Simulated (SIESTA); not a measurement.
## What a tighter setting buys: kgrid.MonkhorstPack, H4BrN (P4/nmm, 12 atoms in the cell)

Cell: a = 5.9682 Å, b = 5.9682 Å, c = 4.2369 Å, α = 90.00°, β = 90.00°, γ = 90.00°.

Method: GGA PBEsol, numerical atomic orbitals DZP, PseudoDojo PBEsol standard norm-conserving potentials (rewritten from UPF to PSML) in SIESTA.

Base settings: XC.functional = GGA; XC.authors = PBEsol; potentials = PseudoDojo PBEsol standard; PAO.BasisSize = DZP; PAO.EnergyShift = 0.005 Ry; MeshCutoff = 350 Ry; kgrid.MonkhorstPack = 3 3 4; OccupationFunction = FD; ElectronicTemperature = 50 meV; MaxSCFIterations = 150.

Misses are taken against the tightest run, 14 14 19, which need not be fully converged itself. The energy is the free energy per atom.

Core times come from one kind of shared machine and are given to one figure; runs under 30 s give none.

The starting cell comes from a database of published, mostly measured structures (it also holds non-ambient and calculated ones), without a prior relaxation at this level. Its lattice was rescaled by a random factor within 2.5 % of one. Values carry the incompleteness of an atom-centred basis. In the base run, with a pressure of about -5 GPa the cell is away from its equilibrium volume at this level.

The runs (kgrid.MonkhorstPack): 1 1 1 | 1 1 2 | 2 2 2 | 2 2 3 | 3 3 4 | 3 3 5 | 4 4 5 | 5 5 6 | 6 6 8 | 6 6 9 | 8 8 10 | 9 9 12 | 11 11 15 | 14 14 19.

Which is the coarsest setting among those run that, with all tighter ones, holds the energy within 20 meV/atom of the reference, and what does it save?

2 2 2, off by 9.6 meV/atom; it ran in under 30 s, against roughly 100 s for the reference.

Which is the coarsest setting among those run that, with all tighter ones, holds the energy within 2 meV/atom of the reference, and what does it save?

2 2 3, off by 1.1 meV/atom; it ran in under 30 s, against roughly 100 s for the reference.

```tsv
kgrid.MonkhorstPack	energy less reference (meV/atom)	pressure less reference (GPa)	largest difference in the force on any atom (eV/Å)	core time / reference (rough)
1 1 1	276.92	5.95	0.478	–
1 1 2	26.46	0.32	0.090	–
2 2 2	9.57	0.34	0.048	–
2 2 3	1.15	0.04	0.008	–
3 3 4	0.11	0.01	0.001	–
3 3 5	0.04	0.00	0.000	–
4 4 5	0.01	0.00	0.000	–
5 5 6	0.00	0.00	0.000	0.2
6 6 8	0.00	0.00	0.000	–
6 6 9	0.00	0.00	0.000	–
8 8 10	0.00	0.00	0.000	0.3
9 9 12	0.00	0.00	0.000	0.4
11 11 15	0.00	0.00	0.000	0.6
14 14 19	0.00	0.00	0.000	1
```
